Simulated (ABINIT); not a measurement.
## A short convergence ladder for ZrB2 (P6/mmm, 3 atoms in the cell)

```yaml
crystal:
  lattice:
    - [1.59292, -2.75903, 0.00000]
    - [1.59292, 2.75903, 0.00000]
    - [0.00000, 0.00000, 3.54765]
  atoms:
    - { symbol: Zr, position: [0.00000, 0.00000, 0.00000] }
    - { symbol: B, position: [0.33333, 0.66667, 0.50000] }
    - { symbol: B, position: [0.66667, 0.33333, 0.50000] }
```

Base method: PBE, norm-conserving pseudopotentials (PseudoDojo nc-sr-05 PBE standard) (plane waves; ABINIT).

Base settings: pseudos = [Zr.upf, B.upf]; ecut = 1034 eV; occopt = 3; tsmear = 0.00367493 Ha; ngkpt = 6 6 4; nshiftk = 1; shiftk = 0 0 0; potentials = PseudoDojo nc-sr-05 PBE standard; nband = 14; kptopt = 1.

Core times come from one kind of shared machine, to one figure; runs under 30 s give none.

**Zone-centre phonons against the cutoff**

In this ladder: toldfe = default; prtwf = default; prtden = default; istwfk = *1; tolvrs1 = 1e-16; ndtset = 2; prtwf1 = 1; getwfk2 = 1; kptopt2 = 2.

The mesh stays at the base's, so the ladder's end is converged at best in this setting alone.

Frequencies are those of the unrelaxed cell, without the LO-TO term of polar crystals.

Only quantities that move along the ladder and can be compared are tabulated.

| ecut | highest zone-centre frequency (cm⁻¹) | lowest optical frequency (cm⁻¹) | core time / last (rough) |
|---|---|---|---|
| 517 eV | 717.4 | 431.7 | 0.3 |
| 735 eV | 738.5 | 434.8 | 0.3 |
| 1034 eV | 731.9 | 436.7 | 0.5 |
| 1551 eV | 732.1 | 436.5 | 1 |

Coarsest ecut that holds the highest zone-centre frequency within 2 cm⁻¹ of the last step, with all finer ones: 1034 eV; the step before is off by 6.4 cm⁻¹.

Coarsest ecut that holds the lowest optical frequency within 2 cm⁻¹ of the last step, with all finer ones: 735 eV, at about 0.3 of the last step's time; the step before is off by 4.8 cm⁻¹.

On the base run: the starting cell has typed, rounded lattice constants, without a prior relaxation at this level. Its lattice was rescaled by up to half a per cent. Without a gap this mesh is coarse (it stands for a supercell whose shortest vector is 14 Å).
